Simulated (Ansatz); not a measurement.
The parent structure is MoTe$_{2}$ (space group P6_3/mmc, No. 194; layered, stacked along the Cartesian z axis).

```yaml
crystal:
  lattice:
    - [3.43402, 0.00000, 0.00000]
    - [-1.71701, 2.97395, 0.00000]
    - [0.00000, 0.00000, 13.32941]
  atoms:
    - { symbol: Te, position: [0.66667, 0.33333, 0.38621] }
    - { symbol: Te, position: [0.33333, 0.66667, 0.88621] }
    - { symbol: Te, position: [0.33333, 0.66667, 0.61379] }
    - { symbol: Te, position: [0.66667, 0.33333, 0.11379] }
    - { symbol: Mo, position: [0.66667, 0.33333, 0.75000] }
    - { symbol: Mo, position: [0.33333, 0.66667, 0.25000] }
```

Cartesian axes are those of the cell as printed.

Level of theory: PBEsol-D3(BJ), PAW, 420 eV (Ansatz, a quantum-chemistry and plane-wave program; scalar-relativistic without spin-orbit coupling).

The change: every lattice vector is stretched by 2.40 %; the atoms relax in the strained cell.

Problem. Predict the stress tensor and what it implies for the stiffness.

Solution. Stress of the strained cell less that of the base (GPa, compression positive):
```
  -4.33    0.00    0.00
   0.00   -4.33    0.00
   0.00    0.00   -2.58
```

Then B = −ΔP/(ΔV/V₀) with ΔV/V₀ = 0.0737 gives secant stiffness values (nonlinear terms included at this strain): B (at held cell shape, above the free-shape value) ≈ 51 GPa.

As a check, the harmonic strain energy −½ V₀ Δσ:ε is 19 meV/atom; the computed energy rise is 21 meV/atom.

Whether these cells are dynamically stable was not tested.
